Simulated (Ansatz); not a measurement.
The parent structure is LiCl in the rock salt structure (space group Fm-3m, No. 225; a = 5.1123 Å). Axes: x, y, z lie along the cube axes.

Computed with r2SCAN (Ansatz, a program for electronic structure; PAW; 500 eV plane waves; no spin-orbit coupling).

Free-standing slabs (2 atom(s) a layer) normal to the z axis with 15 Å of vacuum; in-plane cell held at bulk.

One change was made to it. Results:

The band gap decreases by 0.54 eV to 6.75 eV; the shortest interatomic distance falls by 0.1155 Å, from 2.556 Å to 2.441 Å; the excess energy per area of both faces (slab less bulk energy over the cell's area: twice a surface energy) comes out as 0.39 J/m²; the gap character comes out as indirect, X → Γ.

Problem. Name the change that was made.
A. 2 layers
B. 6 layers
C. 3 layers

Solution. B, 6 layers. For comparison, the band gap in the other runs: 3 layers gives 6.63 eV; 2 layers gives 6.64 eV.

The excess energy carries the mismatch between the slab's and the bulk's meshes. No phonon test of stability was made. k-point labels follow each cell's own Brillouin zone.
